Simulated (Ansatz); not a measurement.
Take SrTe in the rock salt structure (space group Fm-3m, No. 225; a = 6.607 Å) as the base. Axes: x, y, z lie along the cube axes.

Level of theory: Kohn–Sham DFT with the PBEsol functional, run in Ansatz (a program for electronic structure) with PAW and 420 eV plane waves, no SOC.

Strains are applied to the cell and any free atomic positions relax; under biaxial strain the out-of-plane vector relaxes too.

One change was made to it. Results:

The volume per atom decreases by 1.89 Å³ to 34.16 Å³; the valence-band top at Γ (three highest levels, from the VBM) becomes 0.00, 0.00, -0.07 eV (base: 0.00, 0.00, 0.00 eV); the band gap decreases by 0.18 eV, from 1.57 eV to 1.39 eV; the pressure (mean of the normal stresses, compression positive) goes from zero to 2.31 GPa.

Which change produced these results?
A. biaxial strain +1.00 %, plane normal [001], relaxed out of plane
B. biaxial strain +2.50 %, plane normal [001], relaxed out of plane
C. biaxial strain −3.00 %, plane normal [001], relaxed out of plane
D. biaxial strain −2.00 %, plane normal [001], relaxed out of plane

C, biaxial strain −3.00 %, plane normal [001], relaxed out of plane. For comparison, the band gap in the other runs: biaxial strain −2.00 %, plane normal [001], relaxed out of plane gives 1.45 eV; biaxial strain +1.00 %, plane normal [001], relaxed out of plane gives 1.60 eV; biaxial strain +2.50 %, plane normal [001], relaxed out of plane gives 1.66 eV.

Spin-orbit coupling, missing from the scalar runs, can matter with Te. Whether these cells are dynamically stable was not tested.
